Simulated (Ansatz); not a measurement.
## Sr2C (model structure, started from the fluorite type, Fm-3m, No. 225, 3 atoms in the cell)

Level of theory: HSE06 in Ansatz (PAW).

Run with plane-wave cutoff 460 eV, 8×8×8 k mesh, Fermi–Dirac smearing 0.05 eV, scalar-relativistic PAW data made under PBE.

Cell (relaxed with PBEsol):

```yaml
crystal:
  lattice:
    - [0.00000, 3.30923, 3.30923]
    - [3.30923, 0.00000, 3.30923]
    - [3.30923, 3.30923, 0.00000]
  atoms:
    - { symbol: C, position: [0.00000, 0.00000, 0.00000] }
    - { symbol: Sr, position: [0.25000, 0.25000, 0.25000] }
    - { symbol: Sr, position: [0.75000, 0.75000, 0.75000] }
```

* **band gap**: 0.37 eV (on the SCF k mesh)
* **direct gap at Γ**: 2.11 eV

Note: PBE has no gap here, and a hybrid on a coarse mesh can open a false one; the relaxation could raise the start's symmetry but not lower it, so the cell can be a saddle point; cell and atoms aren't relaxed at this level (pressure 2.3 GPa).

Spin–orbit coupling is not included.

Static lattice: no zero-point or thermal effects.

A model structure was made by putting elements into a prototype or built by hand; it is no filed structure, need not be a known phase, and can be a saddle point held by its symmetry.

Ansatz is a first-principles code.
